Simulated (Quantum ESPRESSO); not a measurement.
Quantum ESPRESSO run on Sr3MgO4 (Pmmm, 8 atoms in the cell): self-consistent single point.

Method of the run: vdW-DF2, GBRV 1.5 ultrasoft (PBE) pseudopotentials (plane waves; Quantum ESPRESSO).

```
Sr3MgO4
1.0
    3.50697     0.00000     0.00000
    0.00000     5.07576     0.00000
    0.00000     0.00000     7.11769
Sr Mg O
3 1 4
Direct
  0.50000   0.50000   0.23886
  0.50000   0.50000   0.76114
  0.00000   0.00000   0.50000
  0.00000   0.00000   0.00000
  0.00000   0.50000   0.50000
  0.50000   0.00000   0.78197
  0.50000   0.00000   0.21803
  0.00000   0.50000   0.00000
```

Reference input (self-consistent single point, DFT, LDA (PZ), plane waves, GBRV 1.5 ultrasoft (LDA) pseudopotentials): ecutwfc = 40 Ry; ecutrho = 200 Ry; occupations = fixed; potentials = {Sr: sr_lda_v1.uspp.F.UPF, Mg: mg_lda_v1.4.uspp.F.UPF, O: o_lda_v1.2.uspp.F.UPF}; K_POINTS = automatic 7 4 3 0 0 0; nbnd = 38; conv_thr = 1e-08 Ry; mixing_beta = 0.5. This run's input differs from it in these lines:

```diff
@@ -18,2 +18,3 @@
  nbnd = 38
+ input_dft = 'vdw-df2'
 /
@@ -24,5 +25,5 @@
 ATOMIC_SPECIES
-Sr    87.6200  sr_lda_v1.uspp.F.UPF
-Mg    24.3050  mg_lda_v1.4.uspp.F.UPF
-O     15.9990  o_lda_v1.2.uspp.F.UPF
+Sr    87.6200  sr_pbe_v1.uspp.F.UPF
+Mg    24.3050  mg_pbe_v1.4.uspp.F.UPF
+O     15.9990  o_pbe_v1.2.uspp.F.UPF
 ATOMIC_POSITIONS crystal
```

Log, with long lists cut:

```
     Self-consistent Calculation

     iteration #  1     ecut=    40.00 Ry     beta= 0.50

     negative rho (up, down):  1.907E-01 0.000E+00

     total energy              =    -467.87149756 Ry
     estimated scf accuracy    <       3.39344936 Ry

     iteration #  2     ecut=    40.00 Ry     beta= 0.50

     negative rho (up, down):  1.934E-01 0.000E+00

     total energy              =    -468.76439980 Ry
     estimated scf accuracy    <       2.23424438 Ry

     iteration #  3     ecut=    40.00 Ry     beta= 0.50

     negative rho (up, down):  1.969E-01 0.000E+00

     total energy              =    -469.16587870 Ry
     estimated scf accuracy    <       0.03722341 Ry

   [... 8 blocks of this kind left out ...]

     iteration # 12     ecut=    40.00 Ry     beta= 0.50

     negative rho (up, down):  1.979E-01 0.000E+00

     total energy              =    -469.17882895 Ry
     estimated scf accuracy    <       0.00000001 Ry

     iteration # 13     ecut=    40.00 Ry     beta= 0.50

     negative rho (up, down):  1.979E-01 0.000E+00
     End of self-consistent calculation

     highest occupied, lowest unoccupied level (ev):     7.5513   10.6625

!    total energy              =    -469.17882895 Ry
     estimated scf accuracy    <          3.8E-10 Ry

     convergence has been achieved in  13 iterations

     negative rho (up, down):  1.979E-01 0.000E+00

     Forces acting on atoms (cartesian axes, Ry/au):

     atom    1 type  1   force =     0.00000000    0.00000000    0.00184544
     atom    2 type  1   force =     0.00000000    0.00000000   -0.00184544
     atom    3 type  1   force =     0.00000000    0.00000000    0.00000000
     atom    4 type  2   force =     0.00000000    0.00000000    0.00000000
     atom    5 type  3   force =     0.00000000    0.00000000    0.00000000
     atom    6 type  3   force =     0.00000000    0.00000000    0.00110236
   [... lines left out ...]
     Total force =     0.003040     Total SCF correction =     0.000012
   [... lines left out ...]

     negative rho (up, down):  1.979E-01 0.000E+00
          total   stress  (Ry/bohr**3)                   (kbar)     P=       32.82
   0.00022123   0.00000000   0.00000000           32.54        0.00        0.00
   0.00000000   0.00022279   0.00000000            0.00       32.77        0.00
   0.00000000   0.00000000   0.00022536            0.00        0.00       33.15

   JOB DONE.
```

The run converged in 13 iterations. Against the reference run the pressure goes from -7.41 to 3.28 GPa, the largest force goes from 0.136 to 0.047 eV/Å and the gap on the mesh goes from 2.836 to 3.111 eV.

The starting cell comes from a database of computed structures (which also holds hypothetical and non-ambient phases and stackings), without a prior relaxation at this level. With a pressure of about 3 GPa the cell is away from its equilibrium volume at this level.

Cost on one core of a shared machine: roughly 5 min.
